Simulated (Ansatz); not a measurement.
The starting structures come from a database of crystals and need not be the phases stable at ambient conditions.

By PBEsol, the system below comes out a metal.

The ballistic (Sharvin) conductance counts the channels at the Fermi level: G/A = (e²/h) × channels of both spins per area.

Consider the following.

```yaml
crystal:
  lattice:
    - [3.14632, 0.00000, 0.00000]
    - [0.00000, 3.14632, 0.00000]
    - [0.00000, 0.00000, 3.14632]
  atoms:
    - { symbol: Ti, position: [0.50000, 0.50000, 0.50000] }
    - { symbol: Os, position: [0.00000, 0.00000, 0.00000] }
```

Space group of this cell: Pm-3m, CsCl type. The cell is strained (all lengths scaled by 1.02); by PBEsol its mean pressure is -18.3 GPa.

The current flows along the normal of the first two printed cell vectors, the (001) plane of the conventional cell. No spin-orbit coupling; the value is a mean over 0.1 eV about the Fermi level.

**Question.** State the ballistic conductance per area according to PBEsol (Ansatz, a first-principles code).

**Answer.** 0.34 × 10¹⁵ S/m² for both spins.
